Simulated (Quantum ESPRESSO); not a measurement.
The steps of a band-structure calculation for Pr (P6_3/mmc, 2 atoms in the cell) with Quantum ESPRESSO.

Method of the run: PBE, SSSP 1.1.2 efficiency (PBE) pseudopotentials (plane waves; Quantum ESPRESSO 7.5).

Step 1 (scf):

```fortran
&control
    calculation = 'scf'
    prefix = 'pr'
    outdir = './tmp/'
    pseudo_dir = './'
    tprnfor = .true.
    tstress = .true.
/
&system
    ibrav = 0
    nat = 2
    ntyp = 1
    ecutwfc = 50
    ecutrho = 400
    occupations = 'smearing'
    smearing = 'methfessel-paxton'
    degauss = 0.0147
    nspin = 2
    starting_magnetization(1) = 0.154
/
&electrons
    conv_thr = 1.0d-9
    mixing_beta = 0.4
/
ATOMIC_SPECIES
Pr   140.9077  Pr.GGA-PBE-paw-v1.0.UPF
ATOMIC_POSITIONS crystal
Pr    0.33333333    0.66666667    0.25000000
Pr    0.66666667    0.33333333    0.75000000
K_POINTS automatic
4 4 2  0 0 0
CELL_PARAMETERS bohr
   7.03681694     0.00000000     0.00000000
  -3.51840847     6.09406224     0.00000000
   0.00000000     0.00000000    11.42493077
```

Step 2 (bands):

```fortran
&control
    calculation = 'bands'
    prefix = 'pr'
    outdir = './tmp/'
    pseudo_dir = './'
    verbosity = 'high'
/
&system
    ibrav = 0
    nat = 2
    ntyp = 1
    ecutwfc = 50
    ecutrho = 400
    occupations = 'smearing'
    smearing = 'methfessel-paxton'
    degauss = 0.0147
    nbnd = 20
    nspin = 2
    starting_magnetization(1) = 0.154
/
&electrons
    conv_thr = 1.0d-9
    startingwfc = 'random'
    diago_thr_init = 1.0d-6
    diagonalization = 'cg'
/
ATOMIC_SPECIES
Pr   140.9077  Pr.GGA-PBE-paw-v1.0.UPF
ATOMIC_POSITIONS crystal
Pr    0.33333333    0.66666667    0.25000000
Pr    0.66666667    0.33333333    0.75000000
K_POINTS crystal_b
12
  0.00000000   0.00000000   0.00000000  10  ! G
  0.50000000   0.00000000   0.00000000   6  ! M
  0.33333333   0.33333333   0.00000000  11  ! K
  0.00000000   0.00000000   0.00000000   5  ! G
  0.00000000   0.00000000   0.50000000  10  ! A
  0.50000000   0.00000000   0.50000000   6  ! L
  0.33333333   0.33333333   0.50000000  11  ! H
  0.00000000   0.00000000   0.50000000   1  ! A
  0.50000000   0.00000000   0.50000000   5  ! L
  0.50000000   0.00000000   0.00000000   1  ! M
  0.33333333   0.33333333   0.00000000   5  ! K
  0.33333333   0.33333333   0.50000000   1  ! H
CELL_PARAMETERS bohr
   7.03681694     0.00000000     0.00000000
  -3.51840847     6.09406224     0.00000000
   0.00000000     0.00000000    11.42493077
```

Step 3 (bands.x):

```fortran
&bands
    prefix = 'pr'
    outdir = './tmp/'
    filband = 'bands.dat'
    lsym = .false.
/
```

Output of bands (abridged):

```
     Atomic positions and unit cell read from directory:
     ./tmp/pr.save/

     Message from routine setup:
     using ibrav=0 with symmetry is DISCOURAGED, use correct ibrav instead
     G-vector sticks info
     --------------------
     sticks:   dense  smooth     PW     G-vecs:    dense   smooth      PW
     Sum        1369     673    199                66205    23391    3827

     bravais-lattice index     =            0
   [... lines left out ...]
     unit-cell volume          =     489.9330 (a.u.)^3
     atomic species   magnetization
   [... lines left out ...]

     Band Structure Calculation
     CG style diagonalization

     ethr =  1.00E-06,  avg # of iterations = 54.9

     End of band structure calculation

 ------ SPIN UP ------------

          k = 0.0000 0.0000 0.0000 (  2875 PWs)   bands (ev):

   -25.0607 -24.9226  -7.6204  -6.6565  -6.6565  -6.5098  -6.5098  -6.5009
     7.2012   8.9704  11.0016  11.0017  11.1401  11.1402  11.2154  11.2271
    11.3342  11.4306  11.4531  11.4855

          k = 0.0500 0.0289 0.0000 (  2887 PWs)   bands (ev):

   -25.0578 -24.9212  -7.6118  -6.6787  -6.6634  -6.5329  -6.5127  -6.5042
     7.2659   9.0302  10.9973  10.9997  11.1254  11.1282  11.2057  11.2238
    11.3107  11.4157  11.4356  11.4386

   [... 70 blocks of this kind left out ...]

 ------ SPIN DOWN ----------

          k = 0.0000 0.0000 0.0000 (  2875 PWs)   bands (ev):

   -23.8988 -23.7526  -6.7160  -5.6931  -5.6931  -5.5507  -5.5403  -5.5403
     8.0009   9.9898  12.3269  12.4474  12.5359  12.5757  12.5761  12.6359
    12.6448  12.6454  12.9971  13.0153

          k = 0.0500 0.0289 0.0000 (  2887 PWs)   bands (ev):

   -23.8958 -23.7511  -6.7070  -5.7155  -5.7002  -5.5637  -5.5541  -5.5431
     8.0655  10.0518  12.2778  12.4306  12.5198  12.5234  12.5764  12.6524
    12.6536  12.6701  12.9951  13.0369

   [... 70 blocks of this kind left out ...]
```

Output of bands.x (abridged):

```
     Reading xml data from directory:

     ./tmp/pr.save/

     G-vector sticks info
     --------------------
     sticks:   dense  smooth     PW     G-vecs:    dense   smooth      PW
     Sum        1369     673    199                66205    23391    3827

     Reading collected, re-writing distributed wavefunctions
     high-symmetry point:  0.0000 0.0000 0.0000   x coordinate   0.0000
     high-symmetry point:  0.5000 0.2887 0.0000   x coordinate   0.5774
     high-symmetry point:  0.3333 0.5774 0.0000   x coordinate   0.9107
     high-symmetry point:  0.0000 0.0000 0.0000   x coordinate   1.5774
     high-symmetry point:  0.0000 0.0000 0.3080   x coordinate   1.8853
     high-symmetry point:  0.5000 0.2887 0.3080   x coordinate   2.4627
     high-symmetry point:  0.3333 0.5774 0.3080   x coordinate   2.7960
     high-symmetry point:  0.0000 0.0000 0.3080   x coordinate   3.4627
     high-symmetry point:  0.5000 0.2887 0.3080   x coordinate   3.4627
     high-symmetry point:  0.5000 0.2887 0.0000   x coordinate   3.7706
     high-symmetry point:  0.3333 0.5774 0.0000   x coordinate   3.7706
     high-symmetry point:  0.3333 0.5774 0.3080   x coordinate   4.0786

     Plottable bands (eV) written to file bands.dat.gnu
     Bands written to file bands.dat

   JOB DONE.
```

The starting cell was generated: these elements placed on a structure prototype, without a prior relaxation; it need not be a known phase or ordering of this composition. Its lattice was rescaled by a random factor within 2.5 % of one. Spin-orbit coupling is off. The magnetic order is the one reached from the typed start; others were not searched systematically. With U or open f shells several self-consistent states can exist. The f electrons are in the valence without U or exact exchange, which can misplace them near the Fermi level. Spin-orbit terms, which matter for f shells, are left out.
